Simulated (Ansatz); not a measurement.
Start from PbSe in the rock salt structure (space group Fm-3m, No. 225; a = 6.041 Å).

Calculations: DFT with LDA, PAW potentials and a 420 eV plane-wave cutoff in Ansatz (a first-principles code), without spin-orbit coupling.

Before the change:

| Property | Value |
|---|---|
| Lattice parameter a | 6.041 Å |

Modification: a hydrostatic pressure of 15 GPa.

### Question
Estimate the effect on the lattice parameter a.

### Answer
The lattice parameter a falls by 0.343 Å (6.041 Å → 5.698 Å).

Load acts through the strain it causes; cell and atoms are relaxed under it. Stability against distortions was not tested. No other phases were tried under pressure. The final runs are not spin-polarised.
